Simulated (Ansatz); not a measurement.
Effort and miss along a sweep of vacuum between outermost atoms (Å): a sheet of PtSe2 (3 atoms in the cell)

```
CELL_PARAMETERS angstrom
      3.68821     0.00000     0.00000
     -1.84410     3.19408     0.00000
      0.00000     0.00000    16.98204
ATOMIC_POSITIONS crystal
  Pt 0.00000 0.00000 0.50000
  Se 0.33333 0.66667 0.58780
  Se 0.66667 0.33333 0.41220
```

Computed with PBE, PAW files (plane waves; Ansatz, an electronic-structure program).

Base settings: kpoints.mp_grid.grid = 7 7 1; hamiltonian.xc = pbe; hamiltonian.pseudopotentials = {kind: paw} (the program's default PAW files); scf.occupations.method = cold; scf.occupations.width = 0.1 eV.

Misses are taken against the tightest run, 28.0, which need not be fully converged itself. The energy is the free energy per atom.

The count of work is k-points × plane waves × bands × iterations; it is no time, and leaves out set-up, grids and terms that scale otherwise. 

The starting cell was generated: these elements placed on a structure prototype, without a prior relaxation; it need not be a known phase or ordering of this composition. Its lattice was rescaled in the plane by a random factor within 2.5 % of one. Spin-orbit coupling is off. In the base run, forces exceed 1 eV/Å.

The runs (vacuum between outermost atoms (Å)): 3.0 (width narrowed by the program to 0.0447 eV) | 4.0 | 5.0 | 6.0 | 8.0 | 10.0 | 12.0 | 14.0 | 15.0 | 18.0 | 22.0 | 28.0.

Question: Which is the coarsest setting among those run that, with all tighter ones, holds the energy within 2 meV/atom of the reference, and what does it save?

Answer: 5.0, off by 0.68 meV/atom; it needs 0.29 of the reference's count of work.

Question: What does the step from 4.0 to 18.0 buy?

Answer: It takes the miss in the energy from 2.9 to 0.01 meV/atom, for 2.4 times the count of work.

| vacuum between outermost atoms (Å) | energy less reference (meV/atom) | largest difference in the force on any atom (eV/Å) | gap on the mesh less reference (eV) | count of work / reference |
|---|---|---|---|---|
| 3.0 (width narrowed by the program to 0.0447 eV) | -17.04 | 0.166 | -0.681 | 0.28 |
| 4.0 | -2.88 | 0.049 | -0.197 | 0.25 |
| 5.0 | 0.68 | 0.015 | -0.059 | 0.29 |
| 6.0 | 0.76 | 0.005 | -0.017 | 0.29 |
| 8.0 | 0.16 | 0.000 | -0.001 | 0.36 |
| 10.0 | 0.03 | 0.000 | 0.000 | 0.42 |
| 12.0 | 0.02 | 0.000 | 0.000 | 0.48 |
| 14.0 | 0.01 | 0.000 | 0.000 | 0.55 |
| 15.0 | 0.00 | 0.000 | 0.000 | 0.58 |
| 18.0 | 0.01 | 0.000 | 0.000 | 0.60 |
| 22.0 | 0.02 | 0.000 | 0.000 | 0.72 |
| 28.0 | 0.00 | 0.000 | 0.000 | 1.0 |

Keys are those of Ansatz 0.2.
